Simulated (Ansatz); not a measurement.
Nb3Sn: pressure 7.5 GPa

Consider Nb3Sn in the A15 (Cr3Si type) structure (space group Pm-3n, No. 223; a = 5.259 Å).

Now apply this change: cell and atoms relaxed at a pressure of 7.5 GPa.

Method: Ansatz (a program for electronic structure) PBEsol, no SOC. Settings: 9×9×9 k-points, 0.05 eV Fermi–Dirac smearing.

The lattice parameter a drops by 0.069 Å to 5.190 Å and the shortest interatomic distance drops by 0.034 Å (2.629 Å → 2.595 Å). The enthalpy H = E + PV relative to the base's energy amounts to +0.83 eV/atom and the band gap stays zero.

Load acts through the strain it causes; cell and atoms are relaxed under it. Whether these cells are dynamically stable was not tested. Competing high-pressure phases were not computed. The final runs are not spin-polarised.
